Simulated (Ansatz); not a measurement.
## Effect of strain tensor (xx, yy, zz, yz, xz, xy) = (+2.78, −2.07, −0.28, −0.84, +1.13, +0.53) % on hypothetical rutile TaSe2

Consider TaSe2 in the rutile structure (space group P4_2/mnm, No. 136; a = 6.2957 Å, c = 3.4233 Å; a hypothetical phase, not in the database extracts checked). Axes: x, y, z lie along a, b, c of the conventional cell.

The change: the symmetric strain tensor [0.0278 0.0052 0.0113; 0.0052 -0.0207 -0.0084; 0.0113 -0.0084 -0.0028]; the atoms relax in the strained cell.

The values are results of Ansatz (a quantum-chemistry and plane-wave program), PBEsol, PAW, cutoff 420 eV, no SOC, not measurements. Γ-centred 8×8×14 mesh, Fermi–Dirac width 0.05 eV.

```tsv
quantity	base	changed	shift
volume per atom	22.61 Å³	22.69 Å³	+0.08 Å³
energy relative to the base (free energy F)	0 meV/atom	-2.1 meV/atom	-2.1 meV/atom
pressure (mean of the normal stresses, compression positive)	0.0 GPa	-2.2 GPa	-2.2 GPa
band gap	zero	zero	–
largest internal atomic displacement	–	0.283 Å	–
stress (xx, yy, zz, yz, xz, xy; compression positive) (rough)	–	(-2.0, -3.4, -1.1, 0.9, -1.2, -1.1) GPa	–
```

Without a gap, meshes like the base's 8×8×14 leave anisotropic stresses uncertain by several tenths of a GPa, and small strain energies with them. Whether these cells are dynamically stable was not tested. All final runs are without spin polarisation. Under strain tensor (xx, yy, zz, yz, xz, xy) = (+2.78, −2.07, −0.28, −0.84, +1.13, +0.53) % the cell ends below the base's energy or with stress of the wrong sign: the atoms slid into a distortion or the cell is elastically unstable, so the base is not a stable minimum at this level. TaSe2 has a high density of states at the Fermi level and may be magnetic at this level.
